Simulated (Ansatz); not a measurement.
Worked example: self-consistent single point of VRu (P4mm, 2 atoms in the cell) in Ansatz (an electronic-structure program).

Method: LDA (PW92), default PAW files made with PBE (plane waves; Ansatz).

The change in words: lattice scaled by 0.98; basis.ecutwfc: 420 eV → 145 eV. Reference geometry:
```yaml
crystal:
  lattice:
    - [3.01184, 0.00000, 0.00000]
    - [0.00000, 3.01184, 0.00000]
    - [0.00000, 0.00000, 3.01184]
  atoms:
    - { symbol: V, position: [0.50000, 0.50000, 0.51660], spin: 2.0 }
    - { symbol: Ru, position: [0.00000, 0.00000, 0.00000] }
```
(The spins are starting values, not results.)

Reference input (self-consistent single point, DFT, LDA (PW92), plane waves, default PAW files made with PBE): basis.ecutwfc = 420 eV; kpoints.mp_grid.grid = 9 9 9; hamiltonian.xc = lda; hamiltonian.pseudopotentials = {kind: paw} (the program's default PAW files); magnetization.spin_polarized = true; scf.occupations.method = gaussian; scf.occupations.width = 0.1 eV. This run's input differs from it in these lines:

Ansatz 0.2 input:
```diff
@@ -3,5 +3,5 @@
   lattice:
-    - [3.011838, 0.000000, 0.000000]
-    - [0.000000, 3.011838, 0.000000]
-    - [0.000000, 0.000000, 3.011838]
+    - [2.951601, 0.000000, 0.000000]
+    - [0.000000, 2.951601, 0.000000]
+    - [0.000000, 0.000000, 2.951601]
   atoms:
@@ -10,3 +10,3 @@
 basis:
-  ecutwfc: 420.0
+  ecutwfc: 145.0
 kpoints:
```

Log, with long lists cut:

```
SCF iter   1: F=—  HF=-8562.798238 eV  |F-HF|=—  |Δ(HF+E_count)|=         —  Δρ=3.17e-1 (↑3.17e-1 ↓2.22e-1)  dr2=4.72e1  dr2_m=2.69e0  M=-0.012 μB ∫|m|=0.031 μB  β_m=0.30  ethr=3.10e-3  ⟨swp⟩=4.1  Hψ=11552  notcnv=0
Mixer restart at iter 1: flushing history
all-band conjugate gradients solve this SCF's bands
preconditioner: auto → none
   [... lines left out ...]
SCF iter  11: F=—  HF=-8535.334633 eV  |F-HF|=—  |Δ(HF+E_count)|=   2.03e-9  Δρ=3.95e-6 (↑2.97e-6 ↓3.95e-6)  dr2=1.81e-8  dr2_m=1.47e-10  M=-0.000 μB ∫|m|=0.000 μB  β_m=0.82  ethr=2.67e-10  ⟨swp⟩=1.5  Hψ=3275  notcnv=0  defer=95
SCF iter  12: F=-8535.334633 eV  HF=-8535.334633 eV  |F-HF|=4.64e-9  |Δ(HF+E_count)|=   1.90e-9  Δρ=1.95e-6 (↑1.95e-6 ↓1.52e-6)  dr2=5.30e-9  dr2_m=1.40e-11  M=-0.000 μB ∫|m|=0.000 μB  ethr=6.24e-11  ⟨swp⟩=3.4  Hψ=9356  notcnv=0
SCF 1 converged in 12 iterations: F = -8535.334633 eV  dr2 = 5.30e-9
WARN: the starting moments were not kept: the SCF closed with an absolute magnetisation of 1.0e-5 μB, where they sum to 2 μB in size (1 site) …
Magnetization: -0.0000 μB (14.5000 up, 14.5000 down)
   [... lines left out ...]
Absolute magnetization: 0.0000 μB (∫|ρ↑−ρ↓|, with the PAW one-centre terms)
Free energy (F): -8535.334633 eV
Fermi energy:    22.509752 eV
   [... lines left out ...]
  atom   2  Ru    -0.00000000     0.00000000     1.55710875
--- Stress (GPa, compression-positive) ---
      -50.072855       0.000000      -0.000000
        0.000000     -50.072855       0.000000
       -0.000000       0.000000     -50.629888
  P = ⅓ Tr σ = -50.2585 GPa (-502.585 kbar)
  The stress holds the Pulay correction. Without it, at fixed plane waves, as pw.x and ABINIT print it: P = -1532.6794 GPa
```

The run converged in 12 iterations. Against the reference run the free energy rises by 41.9 eV/atom, the pressure goes from -15.94 to -50.26 GPa, the largest force goes from 0.035 to 1.558 eV/Å and the size of the net moment goes from 0.10 to 0.00 μB/atom.

The starting cell comes from a database of computed structures (which also holds hypothetical and non-ambient phases and stackings), without a prior relaxation at this level. Its lattice was rescaled by up to half a per cent. One atom was moved a little off its site on purpose. For this run, on top of that: lattice scaled by 0.98. The starting moments vanished: the run ended non-magnetic, which need not be the lowest state. The program warned that a starting moment was not kept. Forces in this geometry exceed 1 eV/Å. Ansatz's pressure includes its estimate of the finite-basis (Pulay) stress. Without the estimate this run gives -1532.68 GPa. The cutoff lies below the one recommended for these files.
